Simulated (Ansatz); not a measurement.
For NaPt2 (Fd-3m), Ansatz (a program for electronic structure) with PBEsol, DFPT electron-phonon coupling, linearised Boltzmann equation gives a transport coupling λ_tr = 0.291 and a Drude plasma energy ħω_p = 5.07 eV.

Problem. Estimate the resistivity at 300 K from the high-temperature formula ρ = 2π λ_tr k_B T / (ħ ε₀ ω_p²), and say how the full Boltzmann solution compares.

Solution. The scattering rate is 1/τ = 2π λ_tr k_B T/ħ = 7.18e13 s⁻¹ and ω_p = 7.70e15 s⁻¹, so ρ ≈ 13.7 μΩ·cm. The Boltzmann solution gives 12.7 μΩ·cm, 0.93 times the estimate.

A metal at this level (no band gap). Only scattering by harmonic phonons is included (no impurities, grain boundaries, electron-electron scattering or thermal expansion). Spin-orbit coupling is left out, which matters with elements this heavy. The self-energy correction of the phonons between q points moved λ by about 3 %. The squared frequency of the phonon mode least converged on the k mesh is uncertain by about 15 %. The run warned that the eigensolver left some states short of its tolerance. Halving the electron mesh (20x20x20) moves the resistivity by up to 10 % at 300 K, the coupling by up to 5 %. Smearing 0.20 eV; phonons on a 3x3x3 q mesh, which this run doesn't test.

Formula and space group known from diffraction (Crystallography Open Database), not checked to be the room-temperature form: NaPt2 (Fd-3m).
